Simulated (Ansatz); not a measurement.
Base system: Ba3P2 (space group P-3m1, No. 164; a = 5.192 Å, c = 8.058 Å; a hypothetical phase, not in the database extracts checked).

The values are results of PBE (Ansatz, a quantum-chemistry and plane-wave program), no spin-orbit coupling, not measurements.

One change was made to it. Results:

The band gap becomes zero (base: 0.99 eV); the shortest interatomic distance shrinks by 0.085 Å to 3.051 Å; the c/a ratio falls by 0.327 to 1.225.

**Question.** What was done to the base?
(A) pressure 4.5 GPa
(B) pressure 0.9 GPa
(C) pressure 30 GPa
(D) pressure 2.1 GPa
(E) pressure 9 GPa

**Answer.** E, pressure 9 GPa. For comparison, the shortest interatomic distance in the other runs: pressure 2.1 GPa gives 3.166 Å; pressure 4.5 GPa gives 3.121 Å; pressure 0.9 GPa gives 3.190 Å; pressure 30 GPa gives 2.867 Å.

A case with no gap was solved on a k-mesh chosen for an insulator, which is coarse for it. From pressure 0.9 GPa on, the axis ratios lie over 15 % from the base's, so the cell there is far from its starting form. Load acts through the strain it causes; cell and atoms are relaxed under it. Stability against distortions was not tested. Competing high-pressure phases were not computed. The final runs are not spin-polarised. Along this pressure series the structure jumps between 0 GPa and pressure 0.9 GPa; cells beyond that are another form of it. The zero or small gap of Ba3P2 under pressure 9 GPa, Ba3P2 under pressure 2.1 GPa and Ba3P2 under pressure 4.5 GPa can change with the level of theory.
